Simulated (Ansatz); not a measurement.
Faces of hcp Hf in 1x1 cells, as slabs relaxed from ideal cuts; for each face the lowest of the symmetric, stoichiometric cuts and spin starts that were computed. The slabs keep the symmetry of their cuts; real faces may buckle, or reconstruct in larger cells. No spin-orbit coupling, no Hubbard U.

Computed with PBE (plane waves to 420 eV, PAW; Ansatz, an electronic-structure program).

| face | cell area (Å²) | outermost plane spacing of the ideal cut (Å) | γ unrelaxed (J/m²) | γ relaxed (J/m²) | work function, top face (eV) |
|---|---|---|---|---|---|
| (0001) | 8.90 | 2.53 | 1.83 | 1.73 | 4.35 |
| (10-10) | 16.24 | 0.93 | 1.89 | 1.86 | 3.89 |
| (10-11) | 18.52 | 0.41 | 1.84 | 1.77 | ___ |
| (10-12) | 24.09 | 0.62 | 2.01 | 1.90 | 3.63 |
| (10-13) | 31.24 | 0.24 | 2.00 | 1.89 | 3.51 |
| (11-20) | 28.13 | 1.60 | 1.98 | 1.85 | 3.21 |
| (11-21) | 29.50 | 0.76 | 2.10 | ___ | 3.44 |
| (11-22) | 33.28 | 1.35 | 2.06 | 1.96 | 3.66 |
| (11-23) | 38.77 | 0.58 | 2.11 | 1.99 | 3.38 |
| (20-21) | 33.68 | 0.22 | 1.91 | 1.85 | ___ |
| (21-30) | 42.97 | 0.35 | 1.98 | 1.88 | 3.40 |
| (21-31) | 43.88 | 0.17 | 2.03 | 1.88 | 3.46 |
| (21-32) | 46.50 | 0.32 | 2.07 | 1.92 | 3.59 |

Q: Fill in the missing entries.

A: 
- (10-11), work function, top face (eV): 3.98
- (11-21), γ relaxed (J/m²): 1.93
- (20-21), work function, top face (eV): 3.86
